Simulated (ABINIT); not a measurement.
Worked example: self-consistent single point of PbF2 (Fm-3m, 3 atoms in the cell) in ABINIT.

Computed with Wu-Cohen GGA, norm-conserving pseudopotentials (PseudoDojo nc-sr-05 PBE standard, files made for PBE) (plane waves; ABINIT).

```
CELL_PARAMETERS angstrom
      0.00000     2.95854     2.95854
      2.95854     0.00000     2.95854
      2.95854     2.95854     0.00000
ATOMIC_POSITIONS crystal
  Pb 0.00000 0.00000 0.00000
  F  0.75000 0.75000 0.75000
  F  0.25000 0.25000 0.25000
```

Reference input (self-consistent single point, DFT, PBE, plane waves, norm-conserving pseudopotentials (PseudoDojo nc-sr-05 PBE standard)): pseudos = [Pb.upf, F.upf]; ecut = 84 Ry; occopt = 1; ngkpt = 10 10 10; nshiftk = 1; shiftk = 0 0 0; potentials = PseudoDojo nc-sr-05 PBE standard; nband = 16; kptopt = 1; nstep = 100; tolvrs = 1e-10; diemac = 12. This run's input differs from it in these lines:

```diff
@@ -17,2 +17,3 @@
 ecut 84 Ry
+ixc 23
 occopt 1
```

Output, abridged:

```
--- !BeginCycle
solver: {iscf: 7, nstep: 100, nline: 4, wfoptalg: 0, }
tolerances: {tolvrs: 1.00E-10, }
...

     iter   Etot(hartree)      deltaE(h)  residm     vres2
 ETOT  1  -118.24591199041    -1.182E+02 4.812E-01 4.633E+01
 ETOT  2  -119.05897809082    -8.131E-01 3.745E-02 3.183E+02
 ETOT  3  -119.00605719959     5.292E-02 5.536E-03 5.776E+02
 ETOT  4  -119.09733866941    -9.128E-02 2.676E-03 1.026E+02
 ETOT  5  -119.11786227838    -2.052E-02 4.185E-03 1.189E+00
   [... 5 lines left out ...]
 ETOT 11  -119.11808731469    -4.828E-10 1.135E-03 2.743E-07
 ETOT 12  -119.11808731471    -2.237E-11 2.887E-04 4.107E-08
 ETOT 13  -119.11808731471    -1.549E-12 3.793E-04 1.065E-08
 ETOT 14  -119.11808731472    -1.961E-12 2.822E-04 6.669E-11
 At SCF step   14       vres2   =  6.67E-11 < tolvrs=  1.00E-10 =>converged.

 Cartesian components of stress tensor (hartree/bohr^3)
  sigma(1 1)=  2.81404244E-05  sigma(3 2)=  0.00000000E+00
  sigma(2 2)=  2.81404244E-05  sigma(3 1)=  0.00000000E+00
  sigma(3 3)=  2.81404244E-05  sigma(2 1)=  0.00000000E+00

 ----iterations are completed or convergence reached----

 reduced coordinates (array xred) for    3 atoms
       0.000000000000      0.000000000000      0.000000000000
       0.750000000000      0.750000000000      0.750000000000
       0.250000000000      0.250000000000      0.250000000000
 cartesian forces (eV/Angstrom) at end:
    1     -0.00000000000000    -0.00000000000000    -0.00000000000000
    2      0.00000000000000     0.00000000000000    -0.00000000000000
   [... lines left out ...]
 Fermi (or HOMO) energy (hartree) =   0.05769   Average Vxc (hartree)=  -0.36325
 Fermi (or HOMO) energy (eV) =   1.56989   Average Vxc (eV)=  -9.88466
   [... lines left out ...]
total_energy        : -1.19118087314716E+02
total_energy_eV     : -3.24136799858973E+03
band_energy         : -8.01330807045769E+00
...

-Cartesian components of stress tensor (GPa)         [Pressure= -8.2792E-01 GPa]
- sigma(1 1)=  8.27919730E-01  sigma(3 2)=  0.00000000E+00
- sigma(2 2)=  8.27919730E-01  sigma(3 1)=  0.00000000E+00
- sigma(3 3)=  8.27919730E-01  sigma(2 1)=  0.00000000E+00

 Calculation completed.
```

The run converged in 14 iterations. Against the reference run the pressure goes from 2.86 to -0.83 GPa and the gap on the mesh goes from 4.444 to 4.322 eV.

The starting cell comes from a database of computed structures (which also holds hypothetical and non-ambient phases and stackings), without a prior relaxation at this level. Its lattice was rescaled by a random factor within 2.5 % of one. Spin-orbit coupling is off. The potentials were made for another functional than the one used.

Cost on one core of a shared machine: roughly 90 s.
